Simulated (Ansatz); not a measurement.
The parent structure is C in the diamond structure (space group Fd-3m, No. 227; a = 3.5537 Å).

The values are results of PBEsol/PAW in Ansatz (a program for electronic structure), no SOC, earlier PAW set, not measurements.

Before the change:

Width of the top valence band: 8.51 eV
Smallest direct gap: 5.57 eV
Pressure: 0.00 GPa

Now apply this change: every lattice vector is stretched by 0.23 %; the atoms relax in the strained cell.

Problem. How does this affect the width of the top valence band, smallest direct gap and pressure?

Solution. The width of the top valence band drops by 0.06 eV (8.51 eV → 8.45 eV); the smallest direct gap decreases by 0.02 eV, from 5.57 eV to 5.55 eV; the pressure goes from zero to -3.06 GPa.

Stability against distortions was not tested.
